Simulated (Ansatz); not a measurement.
Density of states of OsAl (Pm-3m) near the Fermi level, PBEsol, rigid bands (Ansatz, a first-principles code).

```
E − E_F (eV) | states/eV/cell
    -1.95 | ######################### 2.40
    -1.85 | ################ 1.54
    -1.75 | ############## 1.32
    -1.65 | ############### 1.40
    -1.55 | ################# 1.58
    -1.45 | #################### 1.92
    -1.35 | ############################ 2.62
    -1.25 | ############################## 2.86
    -1.15 | ############################# 2.73
    -1.05 | ########################## 2.48
    -0.95 | ############################ 2.67
    -0.85 | ############################ 2.66
    -0.75 | ######################## 2.27
    -0.65 | ###################### 2.07
    -0.55 | #################### 1.87
    -0.45 | ################## 1.71
    -0.35 | ################# 1.58
    -0.25 | ################ 1.48
    -0.15 | ############### 1.39
    -0.05 | ############## 1.31
     0.05 | ############# 1.25
     0.15 | ############ 1.18
     0.25 | ############ 1.13
     0.35 | ########### 1.08
     0.45 | ########## 0.91
     0.55 | ######## 0.72
     0.65 | ###### 0.57
     0.75 | #### 0.36
     0.85 | ### 0.28
     0.95 | ### 0.26
     1.05 | ## 0.24
     1.15 | ## 0.22
     1.25 | ## 0.20
     1.35 | ## 0.19
     1.45 | ## 0.17
     1.55 | ## 0.16
     1.65 | ## 0.14
     1.75 | # 0.13
     1.85 | # 0.12
     1.95 | # 0.11
```

With 2 atoms a cell, what bare Sommerfeld coefficient γ = (π²/3) k_B² N(E_F) follows?

N(E_F) ≈ 1.28 states/eV a cell at 300 K, so γ ≈ 1.51 mJ/(mol of atoms·K²), before electron-phonon enhancement.

How far does the Fermi level move in a rigid band for 0.1 electron a cell added or removed?

80 meV and -76 meV.

A metal at this level (no band gap); rigid bands, thermally averaged at 300 K, both spins. Spin-orbit coupling is left out, which matters with elements this heavy. Geometry: cell and atoms relaxed with PBEsol.

Computed structure, not matched to a measured one here, so possibly hypothetical: OsAl (Pm-3m).
